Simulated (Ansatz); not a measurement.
We consider fluorite CoSi2, described by HSE06-D3(BJ) (Ansatz, a program for electronic structure, PAW).

Run with plane-wave cutoff 460 eV, 10×10×10 k mesh, Fermi–Dirac smearing 0.05 eV, no spin polarisation, scalar-relativistic PAW data made under PBE.

Cell (relaxed at this level):

CoSi2 is taken in the cubic space group Fm-3m (No. 225), Pearson symbol cF12. Conventional cell: a = b = c = 5.236 Å, α = β = γ = 90.00°. Co on 4a has 8 Si at 2.267 Å (cubic). Si on 8c is surrounded by 4 Co at 2.267 Å and 6 Si at 2.618 Å. (Neighbours: up to the widest gap in distance over summed covalent radii, below 1.35, at either atom; cation-cation and far metal-metal contacts left out.)
(The calculation used a cell of 3 atoms; values per cell refer to that cell.)

What does this level give for the bulk modulus and pressure derivative B′ of the bulk modulus?


- bulk modulus = 221 GPa
- pressure derivative B′ of the bulk modulus = 4.4

Note: the run has no spin polarisation, so it can have missed a magnetic state.
